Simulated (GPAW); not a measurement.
GPAW run on AlN (P6_3mc, 4 atoms in the cell): self-consistent single point.

Level of theory: LDA (Perdew-Wang 92), GPAW PAW datasets LDA (gpaw-data 1.0.1) (plane waves; GPAW).

```yaml
crystal:
  lattice:
    - [3.09324, 0.00000, 0.00000]
    - [-1.54662, 2.67882, 0.00000]
    - [0.00000, 0.00000, 4.96027]
  atoms:
    - { symbol: Al, position: [0.66667, 0.33333, 0.49929] }
    - { symbol: Al, position: [0.33333, 0.66667, 0.99929] }
    - { symbol: N, position: [0.66667, 0.33333, 0.88071] }
    - { symbol: N, position: [0.33333, 0.66667, 0.38071] }
```

Reference input (self-consistent single point, DFT PBE, plane waves, GPAW PAW datasets PBE (gpaw-data 1.0.1)): mode = pw; ecut = 900 eV; xc = PBE; kpts = 6 6 4; mesh shift (steps) = 0 0 0; occupations.name = fermi-dirac; occupations.width = 0.02 eV; nbands = -8; convergence.density = 1e-05 e/electron; convergence.energy = 1e-05 eV/electron; convergence.bands = -6; symmetry.symmorphic = false. This run's input differs from it in these lines:

```diff
@@ -15,3 +15,3 @@
 calc = GPAW(mode={'name': 'pw', 'ecut': 900},
-            xc='PBE',
+            xc='LDA',
             kpts={'size': (6, 6, 4), 'gamma': True},
```

Its files differ too (potentials: GPAW PAW datasets LDA (gpaw-data 1.0.1)).

Output, abridged:

```
     iter     time        total  log10-change:
                         energy   eigst   dens
iter:   1 --:--:--   -37.199676   +0.45
iter:   2 --:--:--   -36.110376   -1.00  -0.56
iter:   3 --:--:--   -33.062827   -0.77  -0.61
iter:   4 --:--:--   -33.028299   -1.23  -0.99
iter:   5 --:--:--   -32.885889   -1.73  -1.19
iter:   6 --:--:--   -32.888862   -3.36  -1.96
iter:   7 --:--:--   -32.886845   -3.18  -1.97
iter:   8 --:--:--   -32.884511   -3.55  -2.18
iter:   9 --:--:--   -32.884481   -6.11  -3.17
iter:  10 --:--:--   -32.884477c  -7.35  -3.35
iter:  11 --:--:--   -32.884470c  -6.35  -3.42
   [... lines left out ...]
iter:  14 --:--:--   -32.884469c  -7.15  -3.59
iter:  15 --:--:--   -32.884467c  -6.73  -3.75
iter:  16 --:--:--   -32.884467c  -8.29c -4.10
iter:  17 --:--:--   -32.884467c  -8.29c -4.14
iter:  18 --:--:--   -32.884467c  -9.04c -4.23
iter:  19 --:--:--   -32.884467c  -8.70c -4.27
iter:  20 --:--:--   -32.884467c  -9.36c -4.33
iter:  21 --:--:--   -32.884467c  -9.10c -4.38
iter:  22 --:--:--   -32.884467c  -8.41c -4.44
iter:  23 --:--:--   -32.884467c  -9.73c -4.59
iter:  24 --:--:--   -32.884467c  -9.92c -4.61
iter:  25 --:--:--   -32.884467c  -8.75c -4.71
iter:  26 --:--:--   -32.884467c -10.83c -5.07c
Converged after 26 iterations.

Dipole moment: (-0.000000, 0.000000, 1.696059) |e|*Ang

Energy contributions relative to reference atoms: (reference = -16098.591502)

Kinetic:        +38.473336
Potential:      -33.276876
External:        +0.000000
XC:             -38.282398
Entropy (-ST):   -0.000000
Local:           +0.201470
SIC:             +0.000000
--------------------------
Free energy:    -32.884467
Extrapolated:   -32.884467

Showing only first 2 kpts
 Kpt  Band  Eigenvalues  Occupancy
  0     6      5.81517    2.00000
  0     7      6.01992    2.00000
  0     8     10.43392    0.00000
  0     9     12.74902    0.00000

  1     6      5.71408    2.00000
  1     7      5.71410    2.00000
  1     8     11.36245    0.00000
  1     9     12.88433    0.00000

Fermi level: 6.87800

Gap: 4.414 eV
Transition (v -> c):
   [... lines left out ...]
Energy (eV): -32.884467

Forces in eV/Ang:
  0 Al   -0.00000    0.00000   -0.00939
  1 Al    0.00000    0.00000   -0.00939
  2 N     0.00000    0.00000    0.00930
  3 N     0.00000    0.00000    0.00930

Stress tensor:
    -0.001385     0.000000    -0.000000
     0.000000    -0.001385     0.000000
    -0.000000     0.000000     0.001164
Stress (GPa, Voigt): [-0.2219 -0.2219  0.1864  0.     -0.      0.    ]
```

The run converged in 26 iterations. GPAW prints stress with tension positive. Against the reference run the largest force goes from 0.017 to 0.009 eV/Å and the gap on the mesh goes from 4.366 to 4.414 eV.

At such cutoffs GPAW's stress carries a finite-basis (Pulay) error, which enters relaxed cells too; its log prints stress with tension positive.

The starting cell comes from a database of computed structures (which also holds hypothetical and non-ambient phases and stackings), without a prior relaxation at this level. Its lattice was rescaled by a random factor within 2.5 % of one.

Cost on one core of a shared machine: roughly 70 s.
